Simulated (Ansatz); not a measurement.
bcc Ca (high-temperature phase), treated with PBEsol (Ansatz, a program for electronic structure, PAW).

Numerical settings: plane-wave cutoff 520 eV, 18×18×18 k mesh, Fermi–Dirac smearing 0.05 eV, scalar-relativistic PAW data made under PBE.

Cell (relaxed at this level):

```yaml
crystal:
  lattice:
    - [-2.16087, 2.16087, 2.16087]
    - [2.16087, -2.16087, 2.16087]
    - [2.16087, 2.16087, -2.16087]
  atoms:
    - { symbol: Ca, position: [0.00000, 0.00000, 0.00000] }
```

Task: What does this level give for the bulk modulus and pressure derivative B′ of the bulk modulus?

Result: 
bulk modulus: 16.6 GPa
pressure derivative B′ of the bulk modulus: 2.7

The run finds no gap.

Note: symmetry holds this phase in the static calculation, where it need not be a minimum.

Computing time: roughly 28 core-seconds.
